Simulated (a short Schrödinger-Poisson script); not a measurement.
System: MOS inversion layer, SiO2 on p-type Si(100), at 300 K.

From the gate side: 3 nm SiO2; 310 nm Si, acceptors 1.9e18 cm⁻³.

Constants are typed, rounded textbook-type inputs, not results; the design itself was drawn at random and stands for no fabricated device. SiO2: permittivity 3.9, conduction-band edge (eV) 3.15, gap (eV) 9, electron mass (mₑ) 0.5. Si: permittivity 11.7, conduction-band edge (eV) 0, gap (eV) 1.124, Nv at 300 K (cm⁻³) 3.1e19.

Channel valleys (confinement mass, in-plane density-of-states mass, number): Δ2 0.916, 0.19, 2; Δ4 0.19, 0.417, 4. At the gate the conduction-band edge of layer 1 lies 3.36 eV − eVg above the Fermi level of the channel; the field vanishes at the back. Gaps are held at their typed values at every temperature. Mesh 0.03 nm at interfaces.

Solved with a short Schrödinger-Poisson script written for these runs: 1D Poisson equation in equilibrium, electrons quantum, Hartree (BenDaniel-Duke, 12 states a valley, the channel's in-plane mass for all, wave functions ending at the dielectric), parabolic valleys, classical holes, full ionisation, no traps, pinning or gate leakage.

| Vg (V) | electrons (cm⁻²) | C (μF/cm²) | Δ2 E0 (meV from the Fermi level) | Δ4 E0 (meV from the Fermi level) |
|---|---|---|---|---|
| 0.9 | 1.28e10 | 0.331 | 152.3 | 248.2 |
| 1 | 1.24e11 | 0.543 | 93.0 | 191.5 |
| 1.1 | 4.60e11 | 0.775 | 57.9 | 158.7 |
| 1.2 | 9.38e11 | 0.877 | 38.1 | 141.0 |
| 1.3 | 1.48e12 | 0.925 | 24.7 | 129.8 |
| 1.4 | 2.04e12 | 0.951 | 14.5 | 121.7 |
| 1.5 | 2.63e12 | 0.968 | 6.1 | 115.3 |
| 1.6 | 3.23e12 | 0.980 | -1.1 | 110.1 |
| 1.7 | 3.83e12 | 0.988 | -7.5 | 105.7 |
| 1.8 | 4.45e12 | 0.995 | -13.3 | 101.8 |
| 1.9 | 5.06e12 | 1.00 | -18.7 | 98.3 |
| 2 | 5.68e12 | 1.00 | -23.8 | 95.1 |
| 2.1 | 6.31e12 | 1.01 | -28.6 | 92.1 |
| 2.2 | 6.93e12 | 1.01 | -33.2 | 89.4 |
| 2.3 | 7.56e12 | 1.01 | -37.6 | 86.8 |
| 2.4 | 8.19e12 | 1.02 | -41.9 | 84.3 |

Gate voltages with under 1e9 electrons/cm² are left out.

**Question.** At Vg = 2.4 V the lowest Δ2 subband lies at -41.9 meV from the Fermi level. How many electrons does it hold, and what share of all?

**Answer.** The two-dimensional density of states is g m/(πħ²) = 1.59e11 cm⁻² meV⁻¹ (both spins), kT = 25.9 meV, so n = D kT ln(1 + exp(−E/kT)) = 7.39e12 cm⁻², 0.90 of the 8.19e12 cm⁻² in all.

**Question.** Compare the slope of the sheet density between 2.2 and 2.4 V with the geometric capacitance of the layers between gate and channel.

**Answer.** q Δn/ΔV = 1.01 μF/cm²; ε0/Σ(t/ε) = 1.15 μF/cm². The ratio is 0.88: the channel acts as a further capacitance in series.
